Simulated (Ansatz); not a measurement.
Input and output of a relaxation of the atoms for Cu2HgGeSe4 (Fmm2, 8 atoms in the cell) (Ansatz, a quantum-chemistry and plane-wave program).

Level of theory: LDA (PW92), default PAW files made with PBE (plane waves; Ansatz).

The change in words: one atom moved by 0.15 angstrom; relax: default → atoms; relax.f_tol: default → 0.2 eV/Å. Reference geometry:
```
CELL_PARAMETERS angstrom
     -2.92178     2.92178     5.58626
      2.92178    -2.92178     5.58626
      2.92178     2.92178    -5.58626
ATOMIC_POSITIONS crystal
  Cu 0.75000 0.25000 0.50000
  Cu 0.25000 0.75000 0.50000
  Ge 0.50000 0.50000 0.00000
  Hg 0.00000 0.00000 0.00000
  Se 0.40778 0.40778 0.54058
  Se 0.59222 0.13280 0.00000
  Se 0.86720 0.86720 0.45942
  Se 0.13280 0.59222 0.00000
```

Reference input (self-consistent single point, DFT, LDA (PW92), plane waves, default PAW files made with PBE): basis.ecutwfc = 420 eV; kpoints.mp_grid.grid = 4 4 4; hamiltonian.xc = lda; hamiltonian.pseudopotentials = {kind: paw} (the program's default PAW files); scf.occupations.method = gaussian; scf.occupations.width = 0.1 eV. This run's input differs from it in these lines:

```diff
@@ -9,3 +9,3 @@
     - { symbol: Cu, position: [0.250000, 0.750000, 0.500000] }
-    - { symbol: Ge, position: [0.500000, 0.500000, 0.000000] }
+    - { symbol: Ge, position: [0.513426, 0.513426, 0.000000] }
     - { symbol: Hg, position: [0.000000, 0.000000, 0.000000] }
@@ -24,2 +24,4 @@
   occupations: { method: gaussian, width: 0.1 eV }
+relax:
+  f_tol: 0.2
 output:
```

The program printed (abridged):

```
   [... SCF lines of the steps left out ...]
relax step   1: F+E_penalty+E_count = -52384.04794039 eV  Δ(F+E_penalty+E_count) = +0.000e0 eV  max|allowed force component| = 1.558e0 eV/Å  Δτ_max = 0.0000 Å  (6 SCF iters, dr2 threshold 1.00e-4 eV, accepted)
relax step   2: F+E_penalty+E_count = -52384.15451387 eV  Δ(F+E_penalty+E_count) = -1.066e-1 eV  max|allowed force component| = 2.374e-1 eV/Å  Δτ_max = 0.0845 Å  (6 SCF iters, dr2 threshold 1.00e-4 eV, accepted)
relax step   3: F+E_penalty+E_count = -52384.16675853 eV  Δ(F+E_penalty+E_count) = -1.224e-2 eV  max|allowed force component| = 9.781e-2 eV/Å  Δτ_max = 0.0259 Å  (8 SCF iters, accepted)
the relaxation is at rest under the 4 symmetry operations that the run kept from its start: a minimum is not shown …
Free energy (F): -52384.166759 eV
Internal energy: -52384.162515 eV  (E = F + TS)
E sigma→0 (E₀):  -52384.164637 eV
Entropy (-TS):   -0.004243 eV (-0.530 meV/atom)
Fermi energy:    8.272412 eV
--- Forces (eV/Å), atoms counted from 1 ---
  atom   1  Cu     0.00000000    -0.00000000    -0.03411078
  atom   2  Cu    -0.00000000    -0.00000000    -0.03411078
  atom   3  Ge     0.00000000    -0.00000000    -0.08987729
  atom   4  Hg     0.00000000    -0.00000000     0.09780220
  atom   5  Se    -0.02112377    -0.02112377     0.05066926
  atom   6  Se     0.00318221    -0.00318221    -0.02056473
   [... lines left out ...]
    - { symbol: Hg, position: [-0.0037739237877908245, -0.0037739237877908245, 9.208352546601471e-34] }
    - { symbol: Se, position: [0.4063618316146872, 0.4063618316146872, 0.5333626900103571] }
    - { symbol: Se, position: [0.594071773260881, 0.13371870699181776, 0.0] }
    - { symbol: Se, position: [0.8729991416043299, 0.8729991416043299, 0.46663730998964287] }
    - { symbol: Se, position: [0.13371870699181776, 0.594071773260881, 0.0] }
```

The run converged. 

Summary of the result:
- Free energy E − TS (on the zero of these files): -52384.1668 eV
- Fermi level (on the code's own zero): 8.27 eV
- Pressure: -4.76 GPa
- Largest force (vector length): 0.098 eV/Å
- Relaxation steps: 3

The starting cell comes from a database of computed structures (which also holds hypothetical and non-ambient phases and stackings), without a prior relaxation at this level. Its lattice was rescaled by up to half a per cent. For this run, on top of that: one atom moved by 0.15 angstrom. Spin polarisation is off. The relaxation keeps the symmetry of its start, so its end need not be a minimum. Ansatz's pressure includes its estimate of the finite-basis (Pulay) stress. The run gives no clean gap (levels at the Fermi energy touch, overlap or are partly filled at this smearing), which alone does not show that the compound is a metal.

Cost on one core of a shared machine: roughly 80 s.

Keys are those of Ansatz 0.2.
